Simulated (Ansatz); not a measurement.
We consider NdPd3 (Pm-3m, No. 221), described by r²SCAN (Ansatz, a quantum-chemistry and plane-wave program, PAW).

Numerical settings: plane-wave cutoff 560 eV, 14×14×14 k mesh, Fermi–Dirac smearing 0.05 eV, spin-polarised with parallel moments, scalar-relativistic PAW data made under PBE.

Computed at the level's own relaxed cell.

Question: Give the computed equilibrium lattice constant a and bulk modulus B0.

Answer: 
- equilibrium lattice constant a = 4.152 Å
- bulk modulus B0 = 127 GPa

Note: the magnetic order was assumed, not searched for or taken from measurement; the relaxation could not lower the start's symmetry, so the cell can be a saddle point above a distorted one; the 4f shell is treated without U or exact exchange, so its levels and filling can be wrong; the bulk modulus is −V dP/dV from two relaxed cells at ±2 % in volume.

Spin–orbit coupling is not included.

Computed values are for the static lattice.
